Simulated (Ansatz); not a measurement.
Consider the following.

```xyz
2
Lattice="3.1672 0.0000 0.0000 0.0000 3.1672 0.0000 1.5836 -1.5836 2.2697" Properties=species:S:1:pos:R:3 pbc="T T T"
P      1.5836     0.0000     1.1348
B      0.0000     0.0000     0.0000
```

No spin polarisation.

All numbers come from PBEsol (Ansatz, a quantum-chemistry and plane-wave program), without spin-orbit coupling, earlier PAW set. Γ-centred 13×13×13 mesh, Fermi–Dirac width 0.05 eV.

Q: Predict the pressure (mean of the normal stresses, compression positive).

A: 2.44 GPa.

Q: Estimate the gap character.

A: Indirect, Γ → Γ–X (84 % along).

The cells carry an imposed strain or load. Whether these cells are dynamically stable was not tested. The cell was made from BP in the zinc blende structure (space group F-43m, No. 216) by this change: biaxial strain −0.91 %, plane normal [001], relaxed out of plane.
